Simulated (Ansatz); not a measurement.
# Hypothetical R-3m TlGaO2, response to strain and stress

Base system: TlGaO2 (space group R-3m, No. 166; a = 3.070 Å, c = 19.151 Å (hexagonal axes); a hypothetical phase, not in the database extracts checked; layered, stacked along the Cartesian z axis). Axes: x lies along a and z along c of the hexagonal cell.

Strains are applied to the cell and any free atomic positions relax; under biaxial strain the out-of-plane vector relaxes too; under stress the whole cell relaxes.

Level of theory: PBEsol, PAW, 420 eV (Ansatz, an electronic-structure program; no spin-orbit coupling).

Candidates:
(a) uniaxial stress, 2 GPa compression along z
(b) biaxial strain −0.91 %, plane normal [001], relaxed out of plane
(c) isotropic strain −2.51 %
(d) biaxial strain +1.16 %, plane normal [001], relaxed out of plane

Notes on the quantities. energy relative to the base: free energy F.

Question: Order them by energy relative to the base, highest first.

Answer: (c) isotropic strain −2.51 % (+31 meV/atom), (d) biaxial strain +1.16 %, plane normal [001], relaxed out of plane (+3.1 meV/atom), (b) biaxial strain −0.91 %, plane normal [001], relaxed out of plane (+2.0 meV/atom), (a) uniaxial stress, 2 GPa compression along z (+0.8 meV/atom)

A case with no gap was solved on a k-mesh chosen for an insulator, which is coarse for it. Stability under load was not tested beyond the relaxation. All final runs are without spin polarisation. No dispersion term is included in the PBEsol runs.
